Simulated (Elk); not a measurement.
A self-consistent single point of SrCd (Pm-3m, 2 atoms in the cell) with Elk.

Method: PBEsol, all-electron FP-LAPW, Elk's shipped species files, APW+lo basis with extra local orbitals (Elk).

The change in words: lattice scaled by 0.98. Reference geometry:
```
CELL_PARAMETERS angstrom
      4.06670     0.00000     0.00000
      0.00000     4.06670     0.00000
      0.00000     0.00000     4.06670
ATOMIC_POSITIONS crystal
  Sr 0.50000 0.50000 0.50000
  Cd 0.00000 0.00000 0.00000
```

Reference input (self-consistent single point, DFT, PBEsol, all-electron FP-LAPW, Elk's shipped species files, APW+lo basis with extra local orbitals): xctype = 22; rgkmax = 7.5; swidth = 0.00367493 Ha; ngridk = 11 11 11; gmaxvr = 16 1/bohr; nxlo = 2; lorbcnd = true; lmaxi = 3; maxscl = 100. This run's input differs from it in these lines:

```diff
@@ -28,5 +28,5 @@
 avec
-    7.6849567899    0.0000000000    0.0000000000
-    0.0000000000    7.6849567899    0.0000000000
-    0.0000000000    0.0000000000    7.6849567899
+    7.5312578053    0.0000000000    0.0000000000
+    0.0000000000    7.5312578053    0.0000000000
+    0.0000000000    0.0000000000    7.5312578053
```

Output, abridged:

```
│ Self-consistent loop started │
│ Loop number : 1 │
 total energy                :     -8770.74029048
│ Loop number : 2 │
 total energy                :     -8770.88421935
RMS change in Kohn-Sham potential (target) :   0.1130819061     (  0.1000000000E-05)
Absolute change in total energy (target)   :   0.1439288689     (  0.1000000000E-03)
│ Loop number : 3 │
 total energy                :     -8771.02096634
RMS change in Kohn-Sham potential (target) :   0.1082966395     (  0.1000000000E-05)
Absolute change in total energy (target)   :   0.1727292152     (  0.1000000000E-03)
│ Loop number : 4 │
   [... lines left out ...]
Absolute change in total energy (target)   :   0.9577323362E-03 (  0.1000000000E-03)
│ Loop number : 12 │
 total energy                :     -8771.47599406
RMS change in Kohn-Sham potential (target) :   0.4009326265E-06 (  0.1000000000E-05)
Absolute change in total energy (target)   :   0.3051110780E-03 (  0.1000000000E-03)
│ Loop number : 13 │
 total energy                :     -8771.47598380
RMS change in Kohn-Sham potential (target) :   0.1274670615E-06 (  0.1000000000E-05)
Absolute change in total energy (target)   :   0.8653650184E-04 (  0.1000000000E-03)
Convergence targets achieved

│ Loop number : 14 │

Energies :
 Fermi                       :     0.180420534726
 total energy                :     -8771.47598702

Density of states at Fermi energy :    40.69632501
 (states/Hartree/unit cell)

Estimated indirect band gap :   0.1724601538E-02
 from k-point     31 to k-point     44
Estimated direct band gap   :   0.7510024165E-02
 at k-point     21

Charges :
 core                        :    58.00000000
 valence                     :    28.00000000
 interstitial                :    3.386231681
 muffin-tins (core leakage)
  species :    1 (Sr)
   atom    1                 :    35.97156265     (  0.2893489690E-04)
  species :    2 (Cd)
   atom    1                 :    46.64220567     (  0.2461466640E-03)
 total in muffin-tins        :    82.61376832
 total calculated charge     :    86.00299489
 total charge                :    86.00000000
 error                       :   0.2994892467E-02

│ Self-consistent loop stopped │
```

The run converged in 14 iterations. The count includes the last loop, which Elk runs after its targets are met. Against the reference run the free energy falls by 10.3 meV/atom.

The starting cell comes from a database of computed structures (which also holds hypothetical and non-ambient phases and stackings), without a prior relaxation at this level. Its lattice was rescaled by a random factor within 2.5 % of one. For this run, on top of that: lattice scaled by 0.98. Values depend on the basis (sphere radii, cutoffs, local orbitals), which need not be converged. The log's line on a gap gives a spacing of levels on this mesh, which the program prints for metals too.
